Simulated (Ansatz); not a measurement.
The reference is Sn in the diamond structure (space group Fd-3m, No. 227; a = 6.5667 Å). Axes: x, y, z lie along the cube axes.

Structures relaxed with r2SCAN (Ansatz, a first-principles code; PAW; 500 eV plane waves; spin-orbit coupling left out).

Base:

Simulated powder pattern, Cu Kα, λ = 1.54184 Å (kinematic, ideal powder, no thermal factors, no anomalous dispersion; the 10 strongest lines at most, above 2 %, up to 2θ = 90°):

```csv
2θ (°),I/Imax (%),hkl
23.46,100,(111)
38.79,80,(220)
45.83,50,(311)
56.02,13,(400)
61.56,20,(331)
70.22,27,(422)
75.18,15,(511)
83.23,8.5,(440)
87.98,15,(531)
```

After one change:

Simulated powder pattern, Cu Kα, λ = 1.54184 Å (kinematic, ideal powder, no thermal factors, no anomalous dispersion; the 10 strongest lines at most, above 2 %, up to 2θ = 90°):

```json
[
 {"2θ (°)": "23.41", "I/Imax (%)": "100"},
 {"2θ (°)": "38.51", "I/Imax (%)": "54"},
 {"2θ (°)": "39.05", "I/Imax (%)": "26"},
 {"2θ (°)": "45.08", "I/Imax (%)": "17"},
 {"2θ (°)": "46.03", "I/Imax (%)": "32"},
 {"2θ (°)": "56.41", "I/Imax (%)": "8.7"},
 {"2θ (°)": "61.13", "I/Imax (%)": "14"},
 {"2θ (°)": "69.30", "I/Imax (%)": "9.2"},
 {"2θ (°)": "70.38", "I/Imax (%)": "18"},
 {"2θ (°)": "75.66", "I/Imax (%)": "7.2"}
]
```

### Question
Which change produced these results?
A. uniaxial stress, 1 GPa tension along x
B. uniaxial strain ε_zz = +1.82 %
C. isotropic strain +0.48 %
D. uniaxial stress, 2 GPa tension along x

### Answer
A, uniaxial stress, 1 GPa tension along x. Its volume per atom is 35.68 Å³ against 35.40 Å³, and its space group is I4_1/amd (No. 141).

Beyond what the load breaks, stability against distortions was not tested.
